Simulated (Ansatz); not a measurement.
Consider AlN (space group P6_3/mmc, No. 194; a = 3.302 Å, c = 4.141 Å; a cell from a computed database, its experimental status unchecked). Axes: x lies along a and z along c of the hexagonal cell.

The change: uniaxial stress, 0.5 GPa compression along z; all other stress components relax to zero.

Levels (all Ansatz, a first-principles code, PAW): PBEsol (420 eV, no SOC); r2SCAN (500 eV, spin-orbit coupling left out).

The geometry is relaxed with PBEsol.

| Property | Value |
|---|---|
| PBEsol hole mass | 0.28 mₑ along z, 0.91 mₑ across (at Γ) |
| PBEsol pressure | 1.7 kbar |
| PBEsol band gap | 3.34 eV |
| PBEsol width of the top valence band | 2.71 eV |

With r2SCAN at the same geometry, the hole mass goes from 0.28 mₑ along z, 0.91 mₑ across (at Γ) to 0.29 mₑ along z, 0.89 mₑ across (at Γ); the pressure drops by 15.14 kbar to -13.5 kbar; the band gap increases by 0.66 eV (3.34 eV → 4.00 eV); the width of the top valence band grows by 0.056 eV, from 2.71 eV to 2.76 eV.

Single points use the geometry relaxed with PBEsol. Their cutoffs differ, which shifts pressures a little. Load acts through the strain it causes; cell and atoms are relaxed under it. Masses are band curvatures over ±0.01 Å⁻¹ around the edge. Stability under load was not tested beyond the relaxation. This is not the structure that AlN has at room temperature and ambient pressure.
